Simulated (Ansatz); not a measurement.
The structure below was relaxed with PBE in Ansatz (plane waves to 420 eV, PAW, no spin-orbit coupling), at pressure 4.5 GPa.

```yaml
crystal:
  lattice:
    - [3.15343, 0.00000, 0.00000]
    - [-1.57672, 2.73095, 0.00000]
    - [0.00000, 0.00000, 3.51729]
  atoms:
    - { symbol: Zr, position: [0.00000, 0.00000, 0.00000] }
    - { symbol: B, position: [0.66667, 0.33333, 0.50000] }
    - { symbol: B, position: [0.33333, 0.66667, 0.50000] }
```

Question: Find the space group and the Wyckoff positions.

Answer: Space group P6/mmm (No. 191); a = b = 3.153 Å, c = 3.517 Å, α = β = 90.00°, γ = 120.00°

```
atom  site  symmetry       x       y       z
----  ----  --------  ------  ------  ------
Zr      1a     6/mmm  0.0000  0.0000  0.0000
B       2d      -6m2  0.3333  0.6667  0.5000
```

Question: Describe the coordination.

Answer: The crystal has 3 atoms in its conventional cell. Conventional cell: a = b = 3.153 Å, c = 3.517 Å, α = β = 90.00°, γ = 120.00°. Zr has 12 B at 2.531 Å. B sees 3 B at 1.821 Å and 6 Zr at 2.531 Å. (Neighbours: up to the widest gap in distance over summed covalent radii, below 1.35, at either atom; cation-cation and far metal-metal contacts left out.)

Load acts through the strain it causes; cell and atoms are relaxed under it. No phonon test of stability was made. All final runs are without spin polarisation. The cell was made from ZrB$_{2}$ (space group P6/mmm, No. 191) by this change: pressure 4.5 GPa.

Ansatz is an electronic-structure program.
